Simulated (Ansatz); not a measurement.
Abridged Ansatz (a program for electronic structure) output:

```
Relaxation: its limit of steps is 50 (relax.max_steps)
Pseudopotential: Cu, paw, valence charge 19
Crystal: 1 atoms, lattice volume = 11.740 Å³
Basis set: ecut = 420 eV, 253 PW (Γ), exchange–correlation on 36×36×36 points (8 copies of the dense FFT grid, shifted against one another)
Bands: 14, of which v1, the nominal top of the filled ones, is band 10 counted from 1 (9 counted from 0)
Symmetry: 12 space group operations
k-points: 3009 of 32768
Functional: x = pbesol(κ = 0.804, μ = 0.12345679012345678), c = pbesol(β = 0.046)
SCF iter   1: F=—  HF=-6588.771093 eV  |F-HF|=—  |Δ(HF+E_count)|=         —  Δρ=2.11e-2  dr2=2.72e-2  ethr=1.77e-3  ⟨swp⟩=5.3  Hψ=210337  notcnv=0
SCF iter   2: F=—  HF=-6588.764816 eV  |F-HF|=—  |Δ(HF+E_count)|=   6.28e-3  Δρ=8.73e-4  dr2=3.08e-5  ethr=1.43e-4  ⟨swp⟩=2.8  Hψ=90808  notcnv=0  defer=381
SCF 1 converged in 6 iterations: F = -6588.764832 eV  dr2 = 7.22e-12
relax step   1: F+E_penalty+E_count = -6588.76483155 eV  Δ(F+E_penalty+E_count) = +0.000e0 eV  max|allowed force component| = 0.000e0 eV/Å  Δτ_max = 0.0000 Å  P = -5.415 GPa  Ω = 11.740 Å³  fix = [a, b, gamma]  reactions: a -7.350, b -7.350 GPa  (6 SCF iters, dr2 threshold 1.00e-7 eV, accepted)
[... steps on the carried basis left out ...]
relax step   4: F+E_penalty+E_count = -6588.76520720 eV  Δ(F+E_penalty+E_count) = +5.698e-7 eV  max|allowed force component| = 0.000e0 eV/Å  Δτ_max = 0.0000 Å  P = -4.529 GPa  Ω = 11.672 Å³  energy of the carried Pulay correction = +4.931e-5 eV  fix = [a, b, gamma]  reactions: a -6.794, b -6.794 GPa  (7 SCF iters, dr2 threshold 9.57e-10 eV, accepted)
Crystal: 1 atoms, lattice volume = 11.672 Å³
SCF iter   1: F=—  HF=-6588.765157 eV  |F-HF|=—  |Δ(HF+E_count)|=         —  Δρ=1.80e-5  dr2=4.84e-9  ethr=2.72e-10  ⟨swp⟩=4.1  Hψ=363733  notcnv=0
SCF iter   2: F=—  HF=-6588.765156 eV  |F-HF|=—  |Δ(HF+E_count)|=   2.78e-7  Δρ=1.00e-5  dr2=3.96e-9  ethr=2.55e-11  ⟨swp⟩=2.0  Hψ=67790  notcnv=0
SCF 5 converged in 9 iterations: F = -6588.765156 eV  dr2 = 2.42e-22
SCF converged after 9 iterations
Free energy (F): -6588.765156 eV
Internal energy: -6588.755062 eV  (E = F + TS)
E sigma→0 (E₀):  -6588.760109 eV
Entropy (-TS):   -0.010094 eV (-10.094 meV/atom)
Fermi energy:    16.851220 eV
--- Forces (eV/Å), atoms counted from 1 ---
  atom   1  Cu     0.00000000     0.00000000     0.00000000
--- Stress (GPa, compression-positive) ---
       -6.790256      -0.000000       0.000000
       -0.000000      -6.790256       0.000000
        0.000000       0.000000       0.009484
  P = ⅓ Tr σ = -4.5237 GPa (-45.237 kbar)
--- Relaxed structure (4 steps of the walk, 4 accepted, 1 SCFs on fresh bases) ---
  cell:  # Å, volume = 11.6725 Å³
    - [2.582969181193366, -1.2225190753565447e-40, -2.6767302224053076e-33]
    - [1.291484590596683, 2.2369169281057455, -1.8348975120665514e-11]
    - [1.291484590596683, -0.7456389760186772, 2.02019858357139]
  atoms:
    - { symbol: Cu, position: [0.0, 0.0, 0.0] }
```

Question: What was computed, and what are the main results?

Answer: Cu, 1 atom in the cell, with Ansatz PBEsol, without spin-orbit coupling. The last SCF converged to F = -6588.765156 eV, or -6588.7652 eV per atom, at a pressure of -4.52 GPa. The total energy compares only with runs of the same code, potentials and settings.

The cells carry an imposed strain or load. No phonon test of stability was made. All final runs are without spin polarisation. The cell was made from Cu in the fcc (Cu type) structure (space group Fm-3m, No. 225) by this change: biaxial strain +2.50 %, plane normal [111], relaxed out of plane.

Keys are those of Ansatz 0.2.
